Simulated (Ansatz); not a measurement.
A computed series for GaAs: response to strain

The parent structure is GaAs in the wurtzite structure (space group P6_3mc, No. 186; a cell from a computed database, its experimental status unchecked).

```
CELL_PARAMETERS angstrom
      3.98768     0.00000     0.00000
     -1.99384     3.45344     0.00000
      0.00000     0.00000     6.57600
ATOMIC_POSITIONS crystal
  Ga 0.33333 0.66667 0.00007
  Ga 0.66667 0.33333 0.50007
  As 0.33333 0.66667 0.37393
  As 0.66667 0.33333 0.87393
```

Cartesian axes are those of the cell as printed.

Strains are applied to the cell and any free atomic positions relax; under biaxial strain the out-of-plane vector relaxes too; under stress the whole cell relaxes.

Levels (all Ansatz, a quantum-chemistry and plane-wave program, PAW): PBEsol (420 eV, without spin-orbit coupling); r2SCAN (500 eV, without spin-orbit coupling); HSE06 (420 eV, spin-orbit coupling left out).

Band gaps by level, all at the geometries relaxed with PBEsol:

```csv
case,PBEsol,r2SCAN,HSE06
base,0.43 eV,1.00 eV,1.39 eV
"biaxial strain −2.24 %, plane normal [001], relaxed out of plane",0.51 eV,1.08 eV,1.48 eV
isotropic strain +0.98 %,0.22 eV,0.77 eV,1.15 eV
isotropic strain +2.08 %,zero,0.52 eV,–
isotropic strain +3.80 %,zero,0.15 eV,–
"uniaxial stress, 3 GPa compression along z",0.46 eV,0.90 eV,1.25 eV
```

Single points use the geometry relaxed with PBEsol. A case with no gap was solved on a k-mesh chosen for an insulator, which is coarse for it. Stability under load was not tested beyond the relaxation. The final runs are not spin-polarised. This is not the structure that GaAs has at room temperature and ambient pressure. The zero or small gap of GaAs under isotropic strain +0.98 %, GaAs under isotropic strain +2.08 % and GaAs under isotropic strain +3.80 % can change with the level of theory.
